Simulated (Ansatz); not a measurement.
## A computed series for TiC: pressure series

Take TiC in the rock salt structure (space group Fm-3m, No. 225) as the base.

```xyz
2
Lattice="0.0000 2.1304 2.1304 2.1304 0.0000 2.1304 2.1304 2.1304 0.0000" Properties=species:S:1:pos:R:3 pbc="T T T"
Ti     0.0000     0.0000     0.0000
C      2.1304     2.1304     2.1304
```

Cell and atoms are relaxed at each pressure.

The values are results of Ansatz (a first-principles code), LDA, PAW, cutoff 420 eV, no SOC, not measurements.

```csv
P (GPa),V (Å³/atom)
-1.99,9.739
-0.99,9.704
0.89,9.639
2.09,9.599
4.50,9.521
9.00,9.383
15.00,9.214
22.50,9.020
30.00,8.845
```

**Question.** Fit a third-order Birch–Murnaghan equation of state.

**Answer.** Least squares on P(V) = (3B₀/2)[(V₀/V)^(7/3) − (V₀/V)^(5/3)]·[1 + (3/4)(B₀′ − 4)((V₀/V)^(2/3) − 1)] gives V₀ = 9.67 Å³/atom, B₀ = 282 GPa and B₀′ = 4.0.

Load acts through the strain it causes; cell and atoms are relaxed under it. No phonon test of stability was made. Competing high-pressure phases were not computed. The final runs are not spin-polarised.
